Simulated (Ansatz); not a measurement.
## Effect of Fe → Ni on hypothetical ReO3 type FeBr3

The parent structure is FeBr3 in the ReO3 type structure (space group Pm-3m, No. 221; a = 5.095 Å; ferromagnetic; a hypothetical phase, not in the database extracts checked).

The change: every Fe is replaced by Ni, then cell and atoms are relaxed.

Method: r2SCAN in Ansatz (plane waves to 500 eV, PAW, no spin-orbit coupling). Settings: 10×10×10 k-points, 0.05 eV Fermi–Dirac smearing, for the changed cell.

```csv
quantity,base,changed,shift
volume per atom,33.06 Å³,30.91 Å³,-2.15 Å³
lattice parameter a,5.095 Å,4.982 Å,-0.113 Å
space group,Pm-3m (No. 221),Pm-3m (No. 221),–
shortest interatomic distance,2.547 Å,2.491 Å,-0.0565 Å
band gap,zero,zero,–
magnetic state,ferromagnetic,ferromagnetic,–
largest site moment,3.92 μB,1.41 μB,-2.51 μB
```

Final structure:

```
CELL_PARAMETERS angstrom
      4.98170     0.00000     0.00000
      0.00000     4.98170     0.00000
      0.00000     0.00000     4.98170
ATOMIC_POSITIONS crystal
  Ni 0.00000 0.00000 0.00000
  Br 0.50000 0.00000 0.00000
  Br 0.00000 0.00000 0.50000
  Br 0.00000 0.50000 0.00000
```

Cost of the whole job for the changed cell (relaxation, final SCF and bands): very roughly 4 core-minutes.

No phonon test of stability was made. As relaxed here, NiBr3 is a hypothetical phase, not in the database extracts checked. No Hubbard U is applied and the magnetic state is the run's own (NiBr3 ferromagnetic; FeBr3 ferromagnetic); other magnetic orders, which need larger cells, were not tried and can change the gap.

Ansatz is an electronic-structure program.
